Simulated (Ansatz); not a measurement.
**Input and output of a self-consistent single point for ReOs2 (I4/mmm, 3 atoms in the cell) (Ansatz, a first-principles code)**

Level of theory: PBE (plane waves, PAW; Ansatz).

This input was run:

Ansatz 0.2 input:
```yaml
# ReOs2
crystal:
  lattice:
    - [-1.67262300, 1.67262300, 4.09381700]
    - [1.67262300, -1.67262300, 4.09381700]
    - [1.67262300, 1.67262300, -4.09381700]
  atoms:
    - { symbol: Re, position_ang: [0.00000000, 0.00000000, 0.00000000] }
    - { symbol: Os, position_ang: [-0.00000000, 0.00000000, 2.74531368] }
    - { symbol: Os, position_ang: [-0.00000000, 0.00000000, 5.44232032] }
basis:
  ecutwfc: 420.0
kpoints:
  mp_grid: { grid: [9, 9, 9], shift: [0.5, 0.5, 0.5] }
hamiltonian:
  xc: pbe
  pseudopotentials: { kind: paw }
scf:
  occupations: { method: fermi_dirac, width: 0.1 }
output:
  forces: true
  eigenvalues: true
  stress: true
```

The program printed (abridged):

```
WARN ansatz: RAYON_NUM_THREADS=1 ignored (pool sized by the plan → 1); use --threads N
Pseudopotentials: kind: paw
Pseudopotential: Re, paw, valence charge 15
Pseudopotential: Os, paw, valence charge 16
Crystal: 3 atoms, lattice volume = 45.813 Å³
Basis set: ecut = 420 eV, 897 PW (Γ), exchange–correlation on 64×64×64 points (8 copies of the dense FFT grid, shifted against one another)
Bands: 29, of which v1, the nominal top of the filled ones, is band 24 counted from 1 (23 counted from 0)
Symmetry: 16 space group operations
Space group: I4/mmm (ITA 139), of the structure as read, at distance tolerance 3.6e-5 Å
k-points: 75 of 729
Initial density: superposition of atomic densities (neutral atoms: chi_scale 0, normalization atom), corrected by the library's trained network
Initial wavefunctions: pseudopotential atomic-orbital guess
Eigensolver: davidson
Functional: x = pbe(κ = 0.804, μ = 0.2195149727645171), c = pbe(β = 0.06672455060314922)
SCF iter   1: F=—  HF=-33635.351046 eV  |F-HF|=—  |Δ(HF+E_count)|=         —  Δρ=5.93e-3  dr2=1.70e-2  ethr=1.77e-3  ⟨swp⟩=4.8  Hψ=7428  notcnv=0
all-band conjugate gradients solve this SCF's bands
preconditioner: auto → Kerker (q_TF=auto, 2.740 Å⁻¹)
SCF iter   2: F=—  HF=-33635.351996 eV  |F-HF|=—  |Δ(HF+E_count)|=   9.50e-4  Δρ=3.27e-3  dr2=5.45e-3  ethr=3.61e-5  ⟨swp⟩=1.7  Hψ=3005  notcnv=0
SCF iter   3: F=—  HF=-33635.351872 eV  |F-HF|=—  |Δ(HF+E_count)|=   1.25e-4  Δρ=4.29e-4  dr2=5.11e-5  ethr=1.16e-5  ⟨swp⟩=2.4  Hψ=2998  notcnv=0
SCF iter   4: F=—  HF=-33635.351864 eV  |F-HF|=—  |Δ(HF+E_count)|=   7.79e-6  Δρ=7.27e-5  dr2=4.05e-6  ethr=1.09e-7  ⟨swp⟩=2.6  Hψ=3615  notcnv=0
SCF iter   5: F=—  HF=-33635.351863 eV  |F-HF|=—  |Δ(HF+E_count)|=   4.80e-7  Δρ=2.06e-5  dr2=1.39e-7  ethr=8.62e-9  ⟨swp⟩=2.2  Hψ=2913  notcnv=0
SCF iter   6: F=-33635.351863 eV  HF=-33635.351863 eV  |F-HF|=1.70e-9  |Δ(HF+E_count)|=   7.05e-9  Δρ=3.89e-6  dr2=5.70e-9  ethr=2.13e-10  ⟨swp⟩=4.0  Hψ=6907  notcnv=0
SCF 1 converged in 6 iterations: F = -33635.351863 eV  dr2 = 5.70e-9
SCF converged after 6 iterations
Free energy (F): -33635.351863 eV
Harris-Foulkes:  -33635.351863 eV  (|F-HF|=1.70e-9)
Internal energy: -33635.185264 eV  (E = F + TS)
E sigma→0 (E₀):  -33635.268564 eV
Entropy (-TS):   -0.166599 eV (-55.533 meV/atom)
Fermi energy:    23.534192 eV
--- Per-component energies (eV) ---
  E_band       = -286.565266
  E_kinetic    = 1660.929987
  E_local      = -2557.238946  (includes V_loc(G=0)·N_el)
  E_nonlocal   = 44.934802
  E_hartree    = 997.903521
  E_xc         = -935.013121
  E_vxc        = -869.008775  (∫ρ·V_xc dr)
  E_paw        = -26682.331136  (= ΣΔE_a)
  E_vpaw       = -561.989868  (= ΣTr[D̂ρ^β])
  E_aug_tail   = -0.000215  (compensation charges beyond the density's cutoff)
  E_ewald      = -6164.370157
  E_smearing   = -0.166599  (= −TS)
  E_closure    = 0.000000  (closes the sum)
  Σ components = -33635.351863   (vs F -33635.351863, Δ=0.00e0)
--- Forces (eV/Å), atoms counted from 1 ---
  atom   1  Re    -0.00000000     0.00000000    -0.00000000
  atom   2  Os    -0.00000000     0.00000000    -0.10285246
  atom   3  Os    -0.00000000     0.00000000     0.10285246
  max |Σ_I F_I| component: 1.39e-17 eV/Å
--- Stress (GPa, compression-positive) ---
       -9.844545       0.000000       0.000000
        0.000000      -9.844545       0.000000
        0.000000      -0.000000       3.759895
  P = ⅓ Tr σ = -5.3097 GPa (-53.097 kbar)
  The stress holds the Pulay correction. Without it, at fixed plane waves, as pw.x and ABINIT print it: P = -5.4115 GPa
--- Band table (eV; the first three rows and the last of 75) ---
  k-point 0: bands = ["-62.7932", "-62.7282", "-56.9369", "-22.4263", "-22.3345", "-22.3124", "-22.0872", "-22.0703", "-21.9606", "-18.8508", "-18.8426", "-18.6115", "13.7932", "18.2774", "18.8089", "18.9717", "19.1482", "19.5097", "20.8738", [...]
  k-point 1: bands = ["-62.7842", "-62.7354", "-56.9358", "-22.4416", "-22.3649", "-22.2704", "-22.1599", "-22.0759", "-21.9369", "-18.8766", "-18.8606", "-18.6090", "14.9817", "18.1746", "18.7461", "18.8146", "18.8956", "19.7805", "20.2081", [...]
  k-point 2: bands = ["-62.7740", "-62.7434", "-56.9344", "-22.4482", "-22.3992", "-22.2736", "-22.1777", "-22.0828", "-21.9424", "-18.8884", "-18.8803", "-18.6150", "16.0524", "17.9968", "18.3648", "19.1558", "19.4160", "20.1830", "20.4829", [...]
  k-point 74: bands = ["-62.7793", "-62.7428", "-56.9379", "-22.3695", "-22.3695", "-22.2422", "-22.1216", "-22.0225", "-22.0225", "-18.8301", "-18.8301", "-18.6535", "16.1656", "16.2462", "16.7748", "17.0155", "20.3614", "20.3614", "20.8157", [...]
```

The run converged in 6 iterations.

The starting cell was generated: these elements placed on a structure prototype, without a prior relaxation; it need not be a known phase or ordering of this composition. Spin-orbit coupling is off. Spin polarisation is off. With a pressure of about -5 GPa the cell is away from its equilibrium volume at this level. Ansatz's pressure includes its estimate of the finite-basis (Pulay) stress.
